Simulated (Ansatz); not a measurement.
PtCl₂ (Pnnm, No. 58, 6 atoms in the cell; start mp-567484; a measured phase of this formula has another space group)

These are HSE06+SOC in Ansatz (plane waves, PAW) values and carry that method's errors.

Run with plane-wave cutoff 460 eV, 6×2×6 k mesh (along the axes of the cell as run), Fermi–Dirac smearing 0.01 eV, PAW data made under PBE.

Cell (relaxed with PBE-D3(BJ)):

PtCl₂ is taken in the orthorhombic space group Pnnm (No. 58), Pearson symbol oP6. Lattice parameters: a = 3.6225 Å, b = 11.0679 Å, c = 3.4564 Å, α = β = γ = 90.00°. Pt on 2b sees 4 Cl at 2.318 Å (square planar). Cl on 4g is surrounded by 2 Pt at 2.318 Å (bent). (Neighbours: up to the widest gap in distance over summed covalent radii, below 1.35, at either atom; cation-cation and far metal-metal contacts left out.)

```yaml
band_gap: 2.27 eV (indirect)
smallest_direct_gap_on_the_k_points_sampled: 2.76 eV
"Γ–Γ gap": 2.94 eV
```

Note: cell and atoms aren't relaxed at this level (pressure 0.5 GPa).

The computed numbers hold no vibrational or temperature effects.

Cost on a shared machine: around 40 core-minutes (rough).

A start named mp-… is a Materials Project structure, which need not be a measured phase.

Ansatz is a first-principles code.
